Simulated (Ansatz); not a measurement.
```
CELL_PARAMETERS angstrom
     18.00000     0.00000     0.00000
      0.00000    18.00000     0.00000
      0.00000     0.00000     5.42656
ATOMIC_POSITIONS crystal
  Na 0.69312 0.50000 0.00000
  Cl 0.64306 0.64306 0.00000
  Na 0.50000 0.69312 0.00000
  Cl 0.35694 0.64306 0.00000
  Na 0.30688 0.50000 0.00000
  Cl 0.35694 0.35694 0.00000
  Na 0.50000 0.30688 0.00000
  Cl 0.64306 0.35694 0.00000
  Cl 0.70231 0.50000 0.50000
  Na 0.63656 0.63656 0.50000
  Cl 0.50000 0.70231 0.50000
  Na 0.36344 0.63656 0.50000
  Cl 0.29769 0.50000 0.50000
  Na 0.36344 0.36344 0.50000
  Cl 0.50000 0.29769 0.50000
  Na 0.63656 0.36344 0.50000
```

Level of theory: PBE (plane waves to 420 eV, PAW; Ansatz, a first-principles code). Mesh 1×1×6. No spin polarisation. Periodic along z alone, with about 11 Å of vacuum beside it. A hypothetical model. Symmetry and one short period hold its shape; lower forms weren't sought.

Task: Tabulate the two highest filled and two lowest empty levels along the axis, from the valence top.

Result: 
```csv
k (2π/c),v2 (eV),v1 (eV),c1 (eV),c2 (eV)
0.000,-0.08,0.00,4.97,5.66
0.042,-0.09,-0.01,4.98,5.67
0.083,-0.09,-0.02,5.03,5.70
0.125,-0.08,-0.04,5.09,5.76
0.167,-0.05,-0.05,5.19,–
0.208,-0.03,-0.03,5.31,–
0.250,-0.03,-0.03,5.45,–
0.292,-0.03,-0.03,5.60,–
0.333,-0.04,-0.04,5.77,–
0.375,-0.06,-0.06,–,–
0.417,-0.03,-0.03,–,–
0.458,-0.02,-0.02,–,–
0.500,-0.02,-0.02,–,–
```
A dash stands for levels within 1 eV of the vacuum level or above it.
